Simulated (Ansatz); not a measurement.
Functionals compared on the (210) surface of fcc Pd in its 1x1 cell, outermost plane spacing 0.88 Å in the ideal cut, in Ansatz (plane waves, PAW). The structure was relaxed with PBE; the other rows are single points on it, each with its references at the same level. Cutoff 420 eV (500 eV for r2SCAN).

Slab: 12 atoms, 9.7 Å thick at the start (thin: gaps and levels are the slab's own); k 10x9x1, smearing 0.1 eV, dipole-corrected; all atoms relaxed; held to the part of the start's symmetry that mesh and held atoms allow; no spin, no spin-orbit, no U. These notes are the PBE run's.

```json
[
 {"functional": "PBE", "surface energy (J/m²)": "1.65", "work function of the top face (eV)": "4.74", "rough cost of the single point": "–"},
 {"functional": "LDA", "surface energy (J/m²)": "2.27", "work function of the top face (eV)": "5.14", "rough cost of the single point": "around 4 core-minutes (rough)"},
 {"functional": "PBEsol", "surface energy (J/m²)": "2.05", "work function of the top face (eV)": "4.85", "rough cost of the single point": "about 4 core-minutes (a rough figure)"},
 {"functional": "RPBE", "surface energy (J/m²)": "[?]", "work function of the top face (eV)": "[?]", "rough cost of the single point": "very roughly 4 core-minutes"},
 {"functional": "r2SCAN", "surface energy (J/m²)": "1.86", "work function of the top face (eV)": "4.73", "rough cost of the single point": "roughly 12 core-minutes"}
]
```

Task: Complete the blanks.

Result: 
- RPBE, surface energy (J/m²): 1.37
- RPBE, work function of the top face (eV): 4.56

Ansatz is an electronic-structure program.
